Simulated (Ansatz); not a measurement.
For ZnSe (model structure, started from the BN type, Pm-3n, No. 223, 12 atoms in the cell), PBE-D3(BJ) (plane waves, PAW; Ansatz, an electronic-structure program) gives:

- lattice parameter a = 6.987 Å
- cohesive energy = 2.72 eV/atom

Task: What does r²SCAN+rVV10 (PAW; Ansatz) give for the same quantities?

Result: 
- lattice constant a: 6.955 Å (drops by 0.5 %)
- cohesive energy: 2.84 eV/atom (grows by 0.12 eV/atom)

Changes are worked out from the printed values.

Unless a cell is named, each level is at its own relaxed cell (PBE-D3(BJ) 28.43, r²SCAN+rVV10 28.04 Å³/atom).

Ansatz's density-functional and Hartree–Fock values are scalar-relativistic unless marked +SOC, with PAW data made under PBE.

A model structure was made by putting elements into a prototype or built by hand; it is no filed structure, need not be a known phase, and can be a saddle point held by its symmetry.
